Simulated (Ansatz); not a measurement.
The reference is ZnF$_{2}$ in the rutile structure (space group P4_2/mnm, No. 136; a = 4.801 Å, c = 3.175 Å).

The values are results of Kohn–Sham DFT with the PBE functional, run in Ansatz (a first-principles code) with PAW and 420 eV plane waves, no spin-orbit coupling, not measurements.

Base values:

| Property | Result |
|---|---|
| Band gap | 3.52 eV |

One thing is altered: every lattice vector is shortened by 0.60 %; the atoms relax in the strained cell.

Question: What happens to the band gap?

Answer: The band gap increases by 0.02 eV (3.52 eV → 3.54 eV).

Question: What happens to the valence-band top at Γ?

Answer: The valence-band top at Γ (three highest levels, from the VBM) is 0.00, -0.27, -0.27 eV.

Question: What does the calculation give for the energy relative to the base after the change?

Answer: The energy goes up by 1.3 meV/atom.

Semilocal Kohn–Sham gaps tend to fall short of experiment. Whether these cells are dynamically stable was not tested.
